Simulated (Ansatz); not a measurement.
Start from MoS2 (space group P6_3/mmc, No. 194; a = 3.1090 Å, c = 11.7090 Å; layered, stacked along the Cartesian z axis). Axes: x lies along a and z along c of the hexagonal cell.

Method: PBEsol-D3(BJ) in Ansatz (plane waves to 420 eV, PAW, scalar-relativistic without spin-orbit coupling).

Strains are applied to the cell and any free atomic positions relax.

One change was made to it. Results:

| quantity | base | after |
|---|---|---|
| band gap | 0.52 eV | 0.55 eV |
| energy relative to the base (free energy F) | 0 meV/atom | +7.1 meV/atom |
| hole mass | 1.1 mₑ along c, 0.50 mₑ across (at Γ) | 0.41 mₑ along x, 0.52 mₑ along y, 1.3 mₑ along z (at Γ) |

### Question
Which change produced these results?
(A) uniaxial strain ε_xx = +2.40 %
(B) uniaxial strain ε_xx = +0.60 %
(C) uniaxial strain ε_xx = +1.80 %

### Answer
A, uniaxial strain ε_xx = +2.40 %. For comparison, the energy relative to the base in the other runs: uniaxial strain ε_xx = +1.80 % gives +4.0 meV/atom; uniaxial strain ε_xx = +0.60 % gives +0.5 meV/atom.

Effective masses come from finite differences of ±0.01 Å⁻¹. Stability against distortions was not tested.

Ansatz is a quantum-chemistry and plane-wave program.
